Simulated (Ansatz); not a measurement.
The reference is Nb in the bcc (W type) structure (space group Im-3m, No. 229; a = 3.3115 Å; relaxed with 0.1 eV smearing).

Structures relaxed with Kohn–Sham DFT with the PBE functional, run in Ansatz (a quantum-chemistry and plane-wave program) with PAW and 420 eV plane waves, without spin-orbit coupling.

Base:

Simulated powder pattern, Cu Kα, λ = 1.54184 Å (kinematic, ideal powder, no thermal factors, no anomalous dispersion; the 14 strongest lines at most, above 2 %, up to 2θ = 90°):

| 2θ (°) | I/Imax (%) | hkl |
|---|---|---|
| 38.44 | 100 | (110) |
| 55.50 | 17 | (200) |
| 69.54 | 33 | (211) |
| 82.37 | 11 | (220) |

After one change:

Simulated powder pattern, Cu Kα, λ = 1.54184 Å (kinematic, ideal powder, no thermal factors, no anomalous dispersion; the 14 strongest lines at most, above 2 %, up to 2θ = 90°):

```csv
2θ (°),I/Imax (%)
39.26,100
56.73,17
71.17,33
84.43,11
```

Task: What was done to the base?
(A) isotropic strain +3.00 %
(B) isotropic strain +0.50 %
(C) isotropic strain −2.00 %
(D) isotropic strain +2.00 %

Result: C, isotropic strain −2.00 %. Its volume per atom is 17.09 Å³ against 18.16 Å³, and its space group is Im-3m (No. 229).

Whether these cells are dynamically stable was not tested. All final runs are without spin polarisation.
